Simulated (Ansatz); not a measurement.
System: C (model structure, P4₂/ncm, No. 138, 12 atoms in the cell). Method: r²SCAN (Ansatz, a first-principles code, plane waves, PAW).

Run with plane-wave cutoff 560 eV, 10×10×6 k mesh (along the axes of the cell as run), Fermi–Dirac smearing 0.01 eV, scalar-relativistic PAW data made under PBE.

Cell (relaxed with PBEsol):

```
C
1.0
    3.41068     0.00000     0.00000
    0.00000     3.41068     0.00000
    0.00000     0.00000     6.05550
C
12
Cartesian
  2.83804   1.13270   2.17722
  0.57264   2.27798   2.17722
  0.57264   1.13270   5.20497
  2.83804   2.27798   5.20497
  2.27798   2.83804   3.87828
  1.13270   0.57264   3.87828
  1.13270   2.83804   0.85053
  2.27798   0.57264   0.85053
  0.00000   0.00000   3.02775
  1.70534   1.70534   0.00000
  1.70534   1.70534   3.02775
  0.00000   0.00000   0.00000
```

Task: What does this level give for the band gap, smallest direct gap on the k points sampled and Γ–Γ gap?

Result: 
- band gap: 4.00 eV (indirect)
- smallest direct gap on the k points sampled: 5.23 eV
- Γ–Γ gap: 5.27 eV

Note: the relaxation could raise the start's symmetry but not lower it, so the cell can be a saddle point; cell and atoms aren't relaxed at this level (largest force component 0.05 eV/Å, pressure 2.1 GPa).

Static lattice: no zero-point or thermal effects.

It cost around 50 core-seconds (rough) of CPU time.

A model structure was made by putting elements into a prototype or built by hand; it is no filed structure, need not be a known phase, and can be a saddle point held by its symmetry.
